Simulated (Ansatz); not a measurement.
Ti2B2Si (model structure, started from the Fe2AlB2 type, Cmmm, No. 65, 5 atoms in the cell), treated with LDA in Ansatz (plane waves, PAW).

Numerical settings: plane-wave cutoff 520 eV, 18×18×18 k mesh, Fermi–Dirac smearing 0.05 eV, no spin polarisation, scalar-relativistic PAW data made under PBE.

Cell (relaxed at this level):

```xyz
5
Lattice="1.5001 -5.1648 0.0000 1.5001 5.1648 0.0000 0.0000 0.0000 3.3310" Properties=species:S:1:pos:R:3 pbc="T T T"
Si     0.0000     0.0000     0.0000
Ti     1.5001     1.4010     1.6655
Ti     1.5001    -1.4010     1.6655
B      1.5001     3.0202     0.0000
B      1.5001    -3.0202     0.0000
```

Give the computed bulk modulus B0.


bulk modulus B0: 215 GPa

Note: the run has no spin polarisation, so it can have missed a magnetic state; the bulk modulus is −V dP/dV from two relaxed cells at ±2 % in volume; the relaxation could raise the start's symmetry but not lower it, so the cell can be a saddle point.

The result took about 9 core-minutes (a rough figure).

A model structure was made by putting elements into a prototype or built by hand; it is no filed structure, need not be a known phase, and can be a saddle point held by its symmetry.

Ansatz is a first-principles code.
